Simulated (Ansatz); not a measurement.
Start from Ga₂O₃ in the corundum structure (space group R-3c, No. 167; a = 5.000 Å, c = 13.449 Å (hexagonal axes)). Axes: x lies along a and z along c of the hexagonal cell.

Level of theory: PBEsol, PAW, 420 eV (Ansatz, a quantum-chemistry and plane-wave program; no SOC).

Base values:

- Band gap = 2.70 eV

It is then changed as follows: the cell is compressed by 1.17 % along y with no lateral relaxation, atoms relaxed at fixed cell.

Problem. How does this affect the energy relative to the base, band gap and stress?

Solution. The energy goes up by 1.6 meV/atom; the band gap increases by 0.12 eV (2.70 eV → 2.82 eV); the stress (xx, yy, zz, yz, xz, xy; compression positive) comes out as (2.13, 4.66, 1.61, -0.19, 0.00, 0.00) GPa.

The cells carry an imposed strain or load. Stability against distortions was not tested.
